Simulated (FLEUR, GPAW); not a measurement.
A GPAW input for a self-consistent single point of TaCuS2 (P6_3mc, 8 atoms in the cell) (DFT PBEsol, plane waves, GPAW PAW datasets PBEsol (made by gpaw-setup)):

```python
from ase import Atoms
from ase.units import GPa
from gpaw import GPAW, PW, FermiDirac

atoms = Atoms(['Ta', 'Ta', 'Cu', 'Cu', 'S', 'S', 'S', 'S'],
              cell=[[3.371090, 0.000000, 0.000000],
                    [-1.685545, 2.919450, 0.000000],
                    [0.000000, 0.000000, 13.331300]],
              scaled_positions=[[0.666667, 0.333333, 0.746020],
                                [0.333333, 0.666667, 0.246020],
                                [0.666667, 0.333333, 0.963820],
                                [0.333333, 0.666667, 0.463820],
                                [0.666667, 0.333333, 0.366370],
                                [0.333333, 0.666667, 0.866370],
                                [0.333333, 0.666667, 0.629790],
                                [0.666667, 0.333333, 0.129790]],
              pbc=True)

calc = GPAW(mode=PW(850),
            xc='PBEsol',
            kpts={'size': (8, 8, 2), 'gamma': True},
            occupations=FermiDirac(0.1),
            nbands=-14,
            convergence={'density': 1e-05, 'energy': 1e-05},
            symmetry={'symmorphic': False, 'tolerance': 0.0005},
            maxiter=150)

atoms.calc = calc

energy = atoms.get_potential_energy()
print('Energy (eV):', round(energy, 6))
forces = atoms.get_forces()
print('Forces (eV/Ang):')
print(forces.round(5))
stress = atoms.get_stress()
print('Stress (GPa, Voigt):', (stress / GPa).round(4))
```

Problem. Write the same calculation as an input for FLEUR.

Solution. One input that does it (others would too):

Input of the input generator:

```
TaCuS2 crystal
&input film=f /
6.3704373014 -0.0000001067 0.0000000000
-3.1852185583 5.5169605896 0.0000000000
0.0000000000 0.0000000000 25.1925058852
1.0
1.0 1.0 1.0

8
73 0.6666666667 0.3333333333 0.7460200000
73 0.3333333333 0.6666666667 0.2460200000
29 0.6666666667 0.3333333333 0.9638200000
29 0.3333333333 0.6666666667 0.4638200000
16 0.6666666667 0.3333333333 0.3663700000
16 0.3333333333 0.6666666667 0.8663700000
16 0.3333333333 0.6666666667 0.6297900000
16 0.6666666667 0.3333333333 0.1297900000

&comp jspins=1 /
&exco xctyp='PBEs' /
&kpt div1=8 div2=8 div3=2 gamma=t /
&end /
```

```xml
<?xml version="1.0" encoding="UTF-8" standalone="no"?>
<fleurInput fleurInputVersion="0.39">
   <comment>
      TaCuS2 crystal                                                                                      
   </comment>
   <calculationSetup>
      <cutoffs Kmax="4.2" Gmax="12.6" GmaxXC="12.6" numbands="0"/>
      <scfLoop itmax="80" minDistance="0.00001" maxIterBroyd="25" imix="Anderson" alpha="0.05" precondParam="0.0" spinf="2.0"/>
      <coreElectrons ctail="T" frcor="F" kcrel="0" coretail_lmax="0"/>
      <xcFunctional name="PBEs" relativisticCorrections="F"/>
      <magnetism jspins="1"/>
      <soc l_soc="F" theta="0.0" phi="0.0" spav="F"/>
      <expertModes spex="0" secvar="F"/>
      <geometryOptimization l_f="T" forcealpha="1.0" forcemix="BFGS" epsdisp="0.00001" epsforce="0.00001"/>
      <ldaU l_linMix="F" mixParam="0.05" spinf="1.0"/>
   </calculationSetup>
   <cell>
      <bzIntegration valenceElectrons="100.0" mode="hist" fermiSmearingEnergy="0.00367493">
         <kPointListSelection listName="default-1"/>
         <!-- k-points included here -->
         <xi:include xmlns:xi="http://www.w3.org/2001/XInclude" href="kpts.xml"> </xi:include>
      </bzIntegration>
      <!-- symmetry operations included here -->
      <xi:include xmlns:xi="http://www.w3.org/2001/XInclude" href="sym.xml"> </xi:include>
      <bulkLattice scale="1.0">
         <bravaisMatrix>
            <row-1>    6.3704373014000000    -0.0000001067000000     0.0000000000000000</row-1>
            <row-2>   -3.1852185582999999     5.5169605896000000     0.0000000000000000</row-2>
            <row-3>    0.0000000000000000     0.0000000000000000    25.1925058851999992</row-3>
         </bravaisMatrix>
      </bulkLattice>
   </cell>
   <atomSpecies>
      <species name="Tantalum (Ta)" element="Ta" atomicNumber="73">
         <mtSphere radius="2.68" gridPoints="925" logIncrement="0.014"/>
         <atomicCutoffs lmax="10" lnonsphr="8"/>
         <electronConfig flipSpins="F">
            <coreConfig>(1s1/2) (2s1/2) (2p1/2) (2p3/2) (3s1/2) (3p1/2) (3p3/2) (4s1/2) (3d3/2) (3d5/2) (4p1/2) (4p3/2) (4d3/2) (4d5/2)</coreConfig>
            <valenceConfig>(5s1/2) (5p1/2) (5p3/2) (6s1/2) (4f5/2) (4f7/2) (5d3/2) (5d5/2)</valenceConfig>
            <stateOccupation state="(5d3/2)" spinUp="0.6" spinDown="0.6"/>
            <stateOccupation state="(5d5/2)" spinUp="0.9" spinDown="0.9"/>
         </electronConfig>
         <energyParameters s="6" p="6" d="5" f="5"/>
         <lo type="SCLO" l="0" n="5" eDeriv="0"/>
         <lo type="SCLO" l="1" n="5" eDeriv="0"/>
         <lo type="SCLO" l="3" n="4" eDeriv="0"/>
      </species>
      <species name="Copper (Cu)" element="Cu" atomicNumber="29">
         <mtSphere radius="2.37" gridPoints="817" logIncrement="0.015"/>
         <atomicCutoffs lmax="10" lnonsphr="8"/>
         <electronConfig flipSpins="F">
            <coreConfig>(1s1/2) (2s1/2) (2p1/2) (2p3/2) (3s1/2) (3p1/2) (3p3/2)</coreConfig>
            <valenceConfig>(4s1/2) (3d3/2) (3d5/2)</valenceConfig>
            <stateOccupation state="(4s1/2)" spinUp="0.5" spinDown="0.5"/>
         </electronConfig>
         <energyParameters s="4" p="4" d="3" f="4"/>
         <lo type="HELO" l="2" n="4" eDeriv="0"/>
      </species>
      <species name="Sulfur (S)" element="S" atomicNumber="16">
         <mtSphere radius="1.54" gridPoints="533" logIncrement="0.021"/>
         <atomicCutoffs lmax="6" lnonsphr="4"/>
         <electronConfig flipSpins="F">
            <coreConfig>(1s1/2) (2s1/2) (2p1/2) (2p3/2)</coreConfig>
            <valenceConfig>(3s1/2) (3p1/2) (3p3/2)</valenceConfig>
            <stateOccupation state="(3p1/2)" spinUp="0.6666666666667" spinDown="0.6666666666667"/>
            <stateOccupation state="(3p3/2)" spinUp="1.3333333333333" spinDown="1.3333333333333"/>
         </electronConfig>
         <energyParameters s="3" p="3" d="3" f="4"/>
      </species>
   </atomSpecies>
   <atomGroups>
      <atomGroup species="Tantalum (Ta)">
         <relPos label="                   1">-1.000/3.000 1.000/3.000 -.2539800000</relPos>
         <relPos label="                   2">1.000/3.000 -1.000/3.000 .2460200000</relPos>
         <force calculate="T" relaxXYZ="TTT"/>
      </atomGroup>
      <atomGroup species="Copper (Cu)">
         <relPos label="                   3">-1.000/3.000 1.000/3.000 -.0361800000</relPos>
         <relPos label="                   4">1.000/3.000 -1.000/3.000 .4638200000</relPos>
         <force calculate="T" relaxXYZ="TTT"/>
      </atomGroup>
      <atomGroup species="Sulfur (S)">
         <relPos label="                   5">-1.000/3.000 1.000/3.000 .3663700000</relPos>
         <relPos label="                   6">1.000/3.000 -1.000/3.000 -.1336300000</relPos>
         <force calculate="T" relaxXYZ="TTT"/>
      </atomGroup>
      <atomGroup species="Sulfur (S)">
         <relPos label="                   7">1.000/3.000 -1.000/3.000 -.3702100000</relPos>
         <relPos label="                   8">-1.000/3.000 1.000/3.000 .1297900000</relPos>
         <force calculate="T" relaxXYZ="TTT"/>
      </atomGroup>
   </atomGroups>
   <output dos="F" band="F" slice="F">
      <checks vchk="F" cdinf="F"/>
      <bandDOS minEnergy="-.5*Htr" maxEnergy="0.5*Htr" sigma="0.015" storeEVData="T"/>
      <vacuumDOS vacdos="F" integ="F" star="F" nstars="0" locx1="0.0" locy1="0.0" locx2="0.0" locy2="0.0" nstm="0" tworkf="0.0"/>
      <unfoldingBand unfoldBand="F" supercellX="1" supercellY="1" supercellZ="1"/>
      <plotting iplot="0" polar="F">
         <plot TwoD="T" vec1="  1.0  0.0  0.0" vec2="  0.0  1.0  0.0" vec3="  0.0  0.0  1.0" zero="  0.0  0.0  0.0" file="plot"/>
      </plotting>
      <chargeDensitySlicing numkpt="0" minEigenval="0.0" maxEigenval="0.0" nnne="0" pallst="F"/>
      <specialOutput eonly="F"/>
      <magneticCircularDichroism mcd="F" energyLo="-10.0" energyUp="0.0"/>
   </output>
  <!-- We include the file relax.xml here to enable relaxations (see documentation) -->
  <xi:include xmlns:xi="http://www.w3.org/2001/XInclude" href="relax.xml"> <xi:fallback/> </xi:include>
</fleurInput>
```

Basis, cutoffs, solver keys and any potentials are the target program's own. This input uses DFT, PBEsol, all-electron FLAPW (FLEUR), scalar-relativistic valence.

The starting cell comes from a database of computed structures (which also holds hypothetical and non-ambient phases and stackings), without a prior relaxation at this level.
